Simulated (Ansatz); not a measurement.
For hcp (Mg type) Ti at 750 K, quasi-harmonic lattice dynamics with Ansatz (a program for electronic structure), PBEsol functional, plane-wave PAW gives a volume expansion coefficient α_V = 22.69 × 10⁻⁶ K⁻¹, an isothermal bulk modulus B_T = 124.5 GPa, a molar volume V_m = 9.837 cm³/mol and C_V = 26.71 J/(mol K). Another polymorph of this substance is known too; which is more stable was not tested here. The pressure is 5 GPa. The structure is held there; whether it is the stable one at that pressure was not tested.

Problem. Work out the Grüneisen parameter, C_P and the adiabatic bulk modulus.

Solution. γ = α_V B_T V_m / C_V = 1.04. C_P − C_V = α_V² B_T V_m T = 0.47 J/(mol K), so C_P = 27.18 J/(mol K). B_S = B_T C_P/C_V = B_T (1 + α_V γ T) = 126.7 GPa.

The PAW data sets were generated under PBE and serve the other functionals too.
